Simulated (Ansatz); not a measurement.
# Zinc-blende NaF (model structure)

Calculation: LDA (PAW; Ansatz, a quantum-chemistry and plane-wave program).

Run with plane-wave cutoff 500 eV, 10×10×10 k mesh, gaussian smearing 0.02 eV, scalar-relativistic PAW data made under PBE.

Cell (relaxed at this level):

```yaml
crystal:
  lattice:
    - [0.00000, 2.48086, 2.48086]
    - [2.48086, 0.00000, 2.48086]
    - [2.48086, 2.48086, 0.00000]
  atoms:
    - { symbol: Na, position: [0.00000, 0.00000, 0.00000] }
    - { symbol: F, position: [0.25000, 0.25000, 0.25000] }
```

| Quantity | Value |
|---|---|
| band gap | 5.52 eV (on the SCF k mesh) |

Note: the relaxation could raise the start's symmetry but not lower it, so the cell can be a saddle point.

The computed numbers hold no vibrational or temperature effects.

A model structure was made by putting elements into a prototype or built by hand; it is no filed structure, need not be a known phase, and can be a saddle point held by its symmetry.
